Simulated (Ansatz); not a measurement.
Base system: InP in the zinc blende structure (space group F-43m, No. 216; a = 5.907 Å).

Method: r2SCAN in Ansatz (plane waves to 500 eV, PAW, no SOC), earlier PAW set.

One change was made to it. Results:

| quantity | base | after |
|---|---|---|
| band gap | 1.02 eV | 1.41 eV |
| density | 4.70 g/cm³ | 2.97 g/cm³ |

Task: Name the change that was made.
A) In → Cd
B) In → Ir
C) P → Ga
D) In → B

Result: D, In → B. For comparison, the band gap in the other runs: In → Ir gives zero; In → Cd gives zero; P → Ga gives zero.

No phonon test of stability was made. As relaxed here, IrP, CdP and InGa are hypothetical phases, not in the database extracts checked. The final runs are not spin-polarised. An odd electron count without spin: CdP.

Ansatz is a first-principles code.
